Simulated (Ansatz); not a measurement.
Pressure series in PbSe

Start from PbSe in the rock salt structure (space group Fm-3m, No. 225; a = 6.217 Å).

Cell and atoms are relaxed at each pressure.

All numbers come from PBE (Ansatz, a first-principles code), no spin-orbit coupling.

```json
[
 {"pressure (GPa)": "-2", "volume per atom (Å³/atom)": "31.515"},
 {"pressure (GPa)": "-1", "volume per atom (Å³/atom)": "30.735"},
 {"pressure (GPa)": "0", "volume per atom (Å³/atom)": "30.039"},
 {"pressure (GPa)": "1.8", "volume per atom (Å³/atom)": "28.989"},
 {"pressure (GPa)": "4.2", "volume per atom (Å³/atom)": "27.839"},
 {"pressure (GPa)": "18", "volume per atom (Å³/atom)": "23.807"},
 {"pressure (GPa)": "45", "volume per atom (Å³/atom)": "?"},
 {"pressure (GPa)": "60", "volume per atom (Å³/atom)": "18.823"}
]
```

Fit the third-order Birch–Murnaghan form P(V) = (3B₀/2)[(V₀/V)^(7/3) − (V₀/V)^(5/3)]·[1 + (3/4)(B₀′ − 4)((V₀/V)^(2/3) − 1)] (squares taken in P) to the rows shown and predict the withheld row.

Least squares on the printed values gives V₀ = 30.048 Å³/atom, B₀ = 47.0 GPa, B₀′ = 4.2; this predicts 20.074 Å³/atom, and the run gives 20.080 Å³/atom, 0.006 higher.

Measured bulk modulus of PbSe: 47.9 GPa (room temperature; as listed in Kevin S. Knight et al., Materials Advances (2022)); the computed value is for a static lattice, so the two differ by thermal effects too.

A case with no gap was solved on a k-mesh chosen for an insulator, which is coarse for it. Load acts through the strain it causes; cell and atoms are relaxed under it. No phonon test of stability was made. No other phases were tried under pressure. All final runs are without spin polarisation.
